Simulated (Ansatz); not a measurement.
## AlP (model structure, started from the WC type, P-6m2, No. 187, 2 atoms in the cell): properties by level of theory

```json
[
 {"level (code)": "PBE (Ansatz)", "equilibrium lattice constant a (Å)": "(withheld)", "c axis length (Å)": "(withheld)"},
 {"level (code)": "PBEsol (Ansatz)", "equilibrium lattice constant a (Å)": "3.534", "c axis length (Å)": "3.039"},
 {"level (code)": "PBE-D3(BJ) (Ansatz)", "equilibrium lattice constant a (Å)": "3.514", "c axis length (Å)": "(withheld)"}
]
```

Problem. Fill in the missing entries.

Solution. 
- PBE (Ansatz, an electronic-structure program), equilibrium lattice constant a (Å): 3.570
- PBE (Ansatz), c axis length (Å): 3.055
- PBE-D3(BJ) (Ansatz), c axis length (Å): 3.024

Ansatz's density-functional and Hartree–Fock values are scalar-relativistic unless marked +SOC, with PAW data made under PBE.

Computed values are for the static lattice.

A model structure was made by putting elements into a prototype or built by hand; it is no filed structure, need not be a known phase, and can be a saddle point held by its symmetry.
